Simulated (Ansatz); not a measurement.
**A computed series for CuI: response to strain**

The reference is CuI in the zinc blende structure (space group F-43m, No. 216; a = 5.862 Å). Axes: x, y, z lie along the cube axes.

Strains are applied to the cell and any free atomic positions relax.

Computed with plane-wave PAW DFT at the LDA level (Ansatz, a quantum-chemistry and plane-wave program, 420 eV), without spin-orbit coupling.

Notes on the quantities. energy relative to the base: free energy F.

```
case                         band gap  energy relative to the base  shortest interatomic distance
---------------------------  --------  ---------------------------  -----------------------------
base                          1.22 eV                   0 meV/atom                        2.538 Å
tensor shear ε_xy = +1.14 %   1.19 eV                +1.1 meV/atom                        2.537 Å
tensor shear ε_xy = +1.71 %   1.18 eV                +2.5 meV/atom                        2.537 Å
tensor shear ε_xy = +0.29 %   1.22 eV                +0.1 meV/atom                        2.538 Å
tensor shear ε_xy = +1.43 %   1.19 eV                +1.7 meV/atom                        2.537 Å
tensor shear ε_xy = +0.57 %   1.21 eV                +0.3 meV/atom                        2.538 Å
tensor shear ε_xy = +2.00 %   1.17 eV                +3.4 meV/atom                        2.537 Å
tensor shear ε_xy = +0.86 %   1.20 eV                +0.6 meV/atom                        2.537 Å
```

With I present, leaving out spin-orbit coupling can change the band edges. No phonon test of stability was made. All final runs are without spin polarisation.
